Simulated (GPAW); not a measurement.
Input and output of a self-consistent single point for SrZn₅ (P6/mmm, 6 atoms in the cell) (GPAW).

Level of theory: LDA (Perdew-Wang 92), GPAW PAW datasets LDA (gpaw-data 1.0.1) (plane waves; GPAW).

```
SrZn5
1.0
    5.48629     0.00000     0.00000
   -2.74315     4.75127     0.00000
    0.00000     0.00000     4.19856
Sr Zn
1 5
Direct
  0.00000   0.00000   0.00000
  0.66667   0.33333   0.00000
  0.33333   0.66667   0.00000
  0.50000   0.00000   0.50000
  0.50000   0.50000   0.50000
  0.00000   0.50000   0.50000
```

Reference input (self-consistent single point, DFT PBEsol, plane waves, GPAW PAW datasets PBEsol (made by gpaw-setup)): mode = pw; ecut = 850 eV; xc = PBEsol; kpts = 5 5 5; mesh shift (steps) = 0 0 0; occupations.name = fermi-dirac; occupations.width = 0.1 eV; nbands = -12; convergence.forces = 0.001 eV/Å; symmetry.symmorphic = false; symmetry.tolerance = 0.0005; maxiter = 120. This run's input differs from it in these lines:

```diff
@@ -17,3 +17,3 @@
 calc = GPAW(mode={'name': 'pw', 'ecut': 850},
-            xc='PBEsol',
+            xc='LDA',
             kpts=(5, 5, 5),
```

Its files differ too (potentials: GPAW PAW datasets LDA (gpaw-data 1.0.1)).

Log, with long lists cut:

```
     iter     time        total  log10-change:
                         energy   eigst   dens  force
iter:   1 --:--:--   -12.827403
iter:   2 --:--:--   -13.407908   +0.07  -1.49
iter:   3 --:--:--   -13.035937   -1.08  -1.51
iter:   4 --:--:--   -13.480839   -0.99  -1.65
iter:   5 --:--:--   -13.478035   -2.21  -1.89
iter:   6 --:--:--   -12.967847   -1.45  -1.97
iter:   7 --:--:--   -12.964763   -3.12  -2.69
iter:   8 --:--:--   -12.964178c  -3.74  -2.89
iter:   9 --:--:--   -12.966249c  -3.66  -3.11
iter:  10 --:--:--   -12.964383c  -4.61  -3.12
iter:  11 --:--:--   -12.963859c  -4.10  -3.37
iter:  12 --:--:--   -12.963996c  -4.66  -3.82
iter:  13 --:--:--   -12.963846c  -5.71  -3.62
iter:  14 --:--:--   -12.963799c  -4.75  -3.79
iter:  15 --:--:--   -12.963797c  -5.05  -3.88
iter:  16 --:--:--   -12.963768c  -5.36  -4.01c
iter:  17 --:--:--   -12.963773c  -6.53  -4.22c
iter:  18 --:--:--   -12.963762c  -6.05  -4.27c
iter:  19 --:--:--   -12.963762c  -7.69c -5.19c
iter:  20 --:--:--   -12.963762c  -7.52c -5.25c -16.74c
Converged after 20 iterations.

Dipole moment: (-0.000000, 0.000000, 0.000000) |e|*Ang

Energy contributions relative to reference atoms: (reference = -330336.243582)

Kinetic:        -16.018282
Potential:      +25.430311
External:        +0.000000
XC:             -21.927017
Entropy (-ST):   -0.098129
Local:           -0.399710
SIC:             +0.000000
--------------------------
Free energy:    -13.012826
Extrapolated:   -12.963762

Showing only first 2 kpts
 Kpt  Band  Eigenvalues  Occupancy
  0    33      5.13293    1.99845
  0    34      5.81833    1.15169
  0    35      5.81836    1.15154
  0    36      5.98547    0.40662

  1    33      3.68684    2.00000
  1    34      5.77041    1.37347
  1    35      5.77044    1.37335
  1    36      7.85000    0.00000

Fermi level: 5.84890

No gap
   [... lines left out ...]
  0 Sr   -0.00000   -0.00000    0.00000
  1 Zn    0.00000    0.00000    0.00000
  2 Zn    0.00000    0.00000    0.00000
  3 Zn   -0.00000    0.00000    0.00000
  4 Zn    0.00000   -0.00000    0.00000
  5 Zn   -0.00000    0.00000    0.00000

Stress tensor:
     0.025737     0.000000     0.000000
     0.000000     0.025737     0.000000
     0.000000     0.000000     0.030298
Stress (GPa, Voigt): [4.1235 4.1235 4.8543 0.     0.     0.    ]
```

The run converged in 20 iterations. GPAW prints stress with tension positive. Against the reference run the pressure goes from -1.23 to -4.37 GPa.

The starting cell comes from a database of computed structures (which also holds hypothetical and non-ambient phases and stackings), without a prior relaxation at this level. With a pressure of about -4 GPa the cell is away from its equilibrium volume at this level.

Cost on one core of a shared machine: roughly 80 s.
